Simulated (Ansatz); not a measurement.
The cell is made up: elements placed on another compound's structure type, so the phase may be hypothetical.

By PBEsol, the system below comes out a metal.

A figure of merit of an interconnect metal is its ballistic conductance per area.

```yaml
crystal:
  lattice:
    - [4.05206, 0.00000, 0.00000]
    - [0.00000, 4.05206, 0.00000]
    - [0.00000, 0.00000, 4.05206]
  atoms:
    - { symbol: In, position: [0.00000, 0.00000, 0.00000] }
    - { symbol: Ru, position: [0.00000, 0.50000, 0.50000] }
    - { symbol: Ru, position: [0.50000, 0.00000, 0.50000] }
    - { symbol: Ru, position: [0.50000, 0.50000, 0.00000] }
    - { symbol: N, position: [0.50000, 0.50000, 0.50000] }
```

Space group of this cell: Pm-3m, anti-perovskite. The cell was relaxed by PBE-D3(BJ); by PBEsol its mean pressure is -3.0 GPa.

The current flows along the normal of the first two printed cell vectors. No spin-orbit coupling; the value is a mean over 0.1 eV about the Fermi level.

**Question.** Predict the ballistic conductance per area from PBEsol (Ansatz, a quantum-chemistry and plane-wave program).

**Answer.** 0.71 × 10¹⁵ S/m² for both spins.
